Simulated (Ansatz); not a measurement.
# A computed series for hypothetical cubic perovskite CaSnSe3: pressure series

Take CaSnSe3 in the cubic perovskite structure (space group Pm-3m, No. 221; a hypothetical phase, not in the database extracts checked) as the base.

```
CELL_PARAMETERS angstrom
      5.28904     0.00000     0.00000
      0.00000     5.28904     0.00000
      0.00000     0.00000     5.28904
ATOMIC_POSITIONS crystal
  Ca 0.00000 0.00000 0.00000
  Sn 0.50000 0.50000 0.50000
  Se 0.00000 0.50000 0.50000
  Se 0.50000 0.50000 0.00000
  Se 0.50000 0.00000 0.50000
```

Cell and atoms are relaxed at each pressure.

Level of theory: PBE, PAW, 420 eV (Ansatz, a program for electronic structure; without spin-orbit coupling).

Notes on the quantities. enthalpy: H = E + PV relative to the base's energy.

```
variant                enthalpy  lattice parameter a
----------------  -------------  -------------------
base                          –             528.9 pm
pressure −2 GPa   -0.38 eV/atom             537.8 pm
pressure −1 GPa   -0.19 eV/atom                    ?
pressure 0.3 GPa  +0.06 eV/atom             527.7 pm
pressure 0.7 GPa  +0.13 eV/atom                    ?
pressure 1.5 GPa  +0.27 eV/atom             523.5 pm
pressure 3 GPa    +0.54 eV/atom             518.8 pm
pressure 5 GPa    +0.88 eV/atom                    ?
pressure 7.5 GPa  +1.29 eV/atom             507.4 pm
pressure 10 GPa   +1.70 eV/atom                    ?
```

Complete the table.


- pressure −1 GPa, lattice parameter a: 533.1 pm
- pressure 0.7 GPa, lattice parameter a: 526.3 pm
- pressure 5 GPa, lattice parameter a: 513.3 pm
- pressure 10 GPa, lattice parameter a: 502.3 pm

Load acts through the strain it causes; cell and atoms are relaxed under it. No phonon test of stability was made. No other phases were tried under pressure. All final runs are without spin polarisation. Many cubic perovskites are stable only at high temperature; tilts and polar distortions were not tested.
